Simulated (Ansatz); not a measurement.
The starting structures come from a database of crystals and need not be the phases stable at ambient conditions.

# Evanescent states of Zr₃N₄ (I-43d, not sure to be the ambient phase, 14 atoms a cell, 11.1 Å³ an atom, -6 GPa at this level) along the normal of (001)

Level of theory: PBEsol (plane waves, PAW; Ansatz, an electronic-structure program).

The gap is the functional's own. No spin-orbit coupling. Mid-gap values are interpolated on the energy grid.

Energies count from the valence-band top; κ is the least over a 6×6 mesh across the current.

| E (eV) | κ (1/Å) | where |
|---|---|---|
| 0.03 | 0.040 | Γ |
| 0.07 | 0.069 | Γ |
| 0.12 | 0.088 | Γ |
| 0.17 | ___ | Γ |
| 0.23 | ___ | Γ |
| 0.28 | ___ | Γ |
| 0.33 | ___ | Γ |
| 0.38 | ___ | Γ |
| 0.42 | ___ | Γ |
| 0.47 | 0.109 | Γ |
| 0.53 | 0.089 | Γ |
| 0.57 | 0.060 | Γ |

### Question
Fill in the missing entries.

### Answer

- 0.17, κ (1/Å): 0.104
- 0.23, κ (1/Å): 0.118
- 0.28, κ (1/Å): 0.130
- 0.33, κ (1/Å): 0.140
- 0.38, κ (1/Å): 0.139
- 0.42, κ (1/Å): 0.126
